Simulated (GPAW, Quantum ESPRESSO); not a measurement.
A GPAW input for a self-consistent single point of CuI (F-43m, 2 atoms in the cell) (DFT LDA (Perdew-Wang 92), plane waves, GPAW PAW datasets LDA (gpaw-data 1.0.1)):

```python
from ase import Atoms
from ase.units import GPa
from gpaw import GPAW

atoms = Atoms(['Cu', 'I'],
              cell=[[0.000000, 3.025000, 3.025000],
                    [3.025000, 0.000000, 3.025000],
                    [3.025000, 3.025000, 0.000000]],
              positions=[[0.000000, 0.000000, 0.000000],
                         [1.512500, 1.512500, 1.512500]],
              pbc=True)

calc = GPAW(mode={'name': 'pw', 'ecut': 850},
            xc='LDA',
            kpts=(5, 5, 5),
            occupations={'name': 'fermi-dirac', 'width': 0.01},
            nbands=-6,
            convergence={'forces': 0.001, 'bands': -4},
            symmetry={'symmorphic': False, 'tolerance': 0.0005},
            maxiter=150)

atoms.calc = calc

energy = atoms.get_potential_energy()
print('Energy (eV):', round(energy, 6))
forces = atoms.get_forces()
print('Forces (eV/Ang):')
print(forces.round(5))
stress = atoms.get_stress()
print('Stress (GPa, Voigt):', (stress / GPa).round(4))
```

Q: Translate this input to Quantum ESPRESSO.

A: One input that does it (others would too):

```fortran
&control
    calculation = 'scf',
    prefix = 'cui',
    outdir = './out',
    pseudo_dir = './',
    tprnfor = .true.,
    tstress = .true.,
/
&system
    ibrav = 0,
    nat = 2,
    ntyp = 2,
    ecutwfc = 50,
    ecutrho = 400,
    occupations = 'smearing',
    smearing = 'fd',
    degauss = 0.000734986,
/
&electrons
    conv_thr = 1e-10,
/
ATOMIC_SPECIES
Cu    63.5460  cu_lda_v1.2.uspp.F.UPF
I    126.9045  i_lda_v1.uspp.F.UPF
ATOMIC_POSITIONS crystal
Cu    0.0000000000    0.0000000000    0.0000000000
I     0.2500000000    0.2500000000    0.2500000000
K_POINTS automatic
5 5 5  0 0 0
CELL_PARAMETERS angstrom
   0.0000000000     3.0250000000     3.0250000000
   3.0250000000     0.0000000000     3.0250000000
   3.0250000000     3.0250000000     0.0000000000
```

Basis, cutoffs, solver keys and any potentials are the target program's own. This input uses DFT, LDA (PZ), plane waves, GBRV 1.5 ultrasoft (LDA) pseudopotentials. LDA parametrisations can differ slightly between programs. Both were run: pressure -3.68 GPa in GPAW and -4.40 in Quantum ESPRESSO; gap on the mesh 0.975 eV in GPAW and 0.940 in Quantum ESPRESSO.

On Quantum ESPRESSO: the starting cell has typed, rounded lattice constants, without a prior relaxation at this level. Spin-orbit coupling is off. With a pressure of about -4 GPa the cell is away from its equilibrium volume at this level.

On GPAW: the starting cell has typed, rounded lattice constants, without a prior relaxation at this level. Spin-orbit coupling is off. With a pressure of about -4 GPa the cell is away from its equilibrium volume at this level.
